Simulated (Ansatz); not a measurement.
## CsCl-type CeAg

Level of theory: PBEsol in Ansatz (plane waves, PAW).

Settings: plane-wave cutoff 520 eV, 14×14×14 k mesh, Fermi–Dirac smearing 0.05 eV, spin-polarised with parallel moments, scalar-relativistic PAW data made under PBE.

Cell (relaxed at this level):

```
AgCe
1.0
    3.65108     0.00000     0.00000
    0.00000     3.65108     0.00000
    0.00000     0.00000     3.65108
Ag Ce
1 1
Cartesian
  0.00000   0.00000   0.00000
  1.82554   1.82554   1.82554
```
Starting moments (μB, in the order of the record's atoms Ag Ce): 0.0 1.0.

```
Item                    Result
---------------  -------------
band gap         zero (no gap)
bulk modulus B0       61.5 GPa
```

Note: the magnetic order was assumed, not searched for or taken from measurement; the 4f shell is treated without U or exact exchange, so its levels and filling can be wrong; the bulk modulus is −V dP/dV from two relaxed cells at ±2 % in volume; the volume lies 10 % below that of the published cell.

Spin–orbit coupling is not included.

The computed numbers hold no vibrational or temperature effects.

Computing time: roughly 60 core-seconds.

Ansatz is a program for electronic structure.
